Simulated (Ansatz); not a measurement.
A periodic model of amorphous In$_{9}$Ga$_{9}$Zn$_{9}$O$_{41}$Ta$_{2}$:

```xyz
70
Lattice="9.4736 -0.1491 0.0894 -0.1491 9.8025 -0.1298 0.0894 -0.1298 9.5584" Properties=species:S:1:pos:R:3 pbc="T T T"
In     2.4706     3.7501     5.7546
In     4.6091     8.7718     2.7880
In     2.3576     4.1923    -0.0285
In     9.2244     6.5941     5.1194
In     7.3199     5.9863     2.2672
In     4.3992     0.9097     6.1914
In     3.4408     7.1424     6.6853
In     8.4346     2.6394     9.4521
In     1.5988     9.5717     4.5907
Ga     6.9607     6.9320     7.9347
Ga     1.1774     1.1831     1.4468
Ga     2.7919     6.3388     3.7207
Ga     4.7006     6.4952     0.3348
Ga     7.1926     0.4258     7.8096
Ga     5.9521     6.2518     5.0085
Ga     7.4713     9.2447     1.0561
Ga     8.1921     3.4978     5.9904
Ga     2.9941     9.1397     8.8794
Zn     0.2420     8.7370     7.4455
Zn     5.9236     3.3818     4.6912
Zn     0.6223     5.4404     7.7492
Zn     7.4519     9.2867     4.5492
Zn     4.3084     4.0538     2.5728
Zn     7.2569     2.0521     2.6165
Zn     0.3766     4.2904     2.4288
Zn     5.7275     3.9603     7.6717
Zn     1.3211     1.5936     7.7368
O      2.5942     7.4690     2.2775
O      6.7836    -0.0162     2.8464
O      9.2024     8.8329     5.3674
O      0.1481     6.1141     2.9282
O      2.0966     1.6947     5.9629
O      0.9524     5.9727     0.2368
O      0.7484     3.4560     8.4127
O      1.8257     7.1708     5.0869
O      5.6234     7.1638     6.6516
O      4.6446     0.3925     8.1918
O      2.2916     8.9583     7.0262
O      0.2844     4.6192     5.7361
O      7.4527     2.7899     7.5652
O      2.8195     4.5062     3.8435
O      6.6284     1.3221     9.4966
O      9.0711     0.5643     7.9916
O      8.7328     1.1018     1.2971
O      8.0055     3.9362     1.6596
O      8.4392     7.6932     1.4808
O      2.6334     5.2015     7.2947
O      4.5866     3.0368     6.0125
O      1.1699     8.5737     9.4508
O      1.5601     3.0167     1.7470
O      6.4852     0.2756     6.1127
O      6.2363     5.5313     8.9534
O      4.0557    -0.0053     1.1724
O      3.7218     7.3916     8.8091
O      3.6853     5.2128     1.1770
O      7.3742     7.1516     4.2045
O      4.3038     3.1124     8.9007
O      5.7152     7.3494     1.6298
O      6.7927     4.8383     6.0515
O      2.4018     1.1865     9.4363
O      7.6908     2.5304     4.4689
O      4.3610     7.1158     4.4179
O      5.8525     4.9369     3.4872
O      3.7815     0.1225     4.3665
O      1.0303     9.5855     2.5183
O      8.8017     6.7611     7.3571
O      5.2137     2.4150     2.0363
O      7.0788     8.6137     8.8197
Ta     0.8980     7.5203     1.3337
Ta     4.6688     1.6517     0.3298
```

All values below come from PBE, scalar-relativistic without spin-orbit coupling (plane waves to 420 eV, PAW; Ansatz, an electronic-structure program).

A CHGNet melt-quench gave the starting glass, which DFT then relaxed. O atoms were pushed apart under 1.9 Å during the dynamics, to hinder bonds among them. The hot cell started wider than the set density and was brought back towards it in steps. It is the lowest in DFT energy of 2 quenches. It is a model cell: composition and starting density were chosen by hand, and all elements were melted together. No dispersion term was used. Its density started from a set value of 6.12 and ended at 6.12 g/cm³. Cooling (nominally 320 K/ps over its main leg) ran many orders faster than in experiment, which tends to leave more defects and strain. Values belong to this one cell and scatter from quench to quench. The volume was held where the preparation left it and the shape relaxed, at a PBE pressure of 0.8 GPa. Stress components on the final sampling reach 0.9 GPa.

Bonds are counted up to In-In 3.12 Å, In-Ga 2.90 Å, In-Zn 2.90 Å, In-O 2.70 Å, In-Ta 3.12 Å, Ga-Ga 2.68 Å, Ga-Zn 2.68 Å, Ga-O 2.22 Å, Ga-Ta 2.90 Å, Zn-Zn 2.68 Å, Zn-O 2.42 Å, Zn-Ta 2.90 Å, O-O 1.58 Å, O-Ta 2.60 Å, Ta-Ta 3.12 Å. Two cations that share two anions don't count as bonded, nor two that share one unless they lie closer than In-In 3.04 Å, In-Ga 2.82 Å, In-Zn 2.82 Å, In-Ta 3.04 Å, Ga-Ga 2.61 Å, Ga-Zn 2.61 Å, Ga-Ta 2.82 Å, Zn-Zn 2.61 Å, Zn-Ta 2.82 Å, Ta-Ta 3.04 Å.

**Question.** Give the coordination numbers, mean bond lengths and angles.

**Answer.** 
* **Mean coordination of In by anions**: 5.78 (2 with 5, 7 with 6)
* **Mean coordination of Ga by anions**: 4.33 (7 with 4, 1 with 5, 1 with 6)
* **Mean coordination of Zn by anions**: 4.33 (1 with 3, 4 with 4, 4 with 5)
* **Mean coordination of O**: 3.46 (22 with 3, 19 with 4)
* **Mean coordination of Ta by anions**: 6.00 (2 with 6)
* **Mean In-O bond**: 2.233 Å (spread 0.135 Å, 52 counted)
* **Mean Ga-O bond**: 1.915 Å (spread 0.061 Å, 39 counted)
* **Mean Zn-O bond**: 2.059 Å (spread 0.102 Å, 39 counted)
* **Mean O-Ta bond**: 2.044 Å (spread 0.186 Å, 12 counted)
* **Bond angle at In**: mean 103.6°, spread 29.1°
* **Bond angle at Ga**: mean 107.7°, spread 20.9°
* **Bond angle at Zn**: mean 107.3°, spread 23.1°
* **Bond angle at O**: mean 111.6°, spread 17.1°
* **Bond angle at Ta**: mean 104.0°, spread 29.9°

**Question.** List the pairs of like atoms that count as bonded by the rules above.

**Answer.** There are none by these rules.
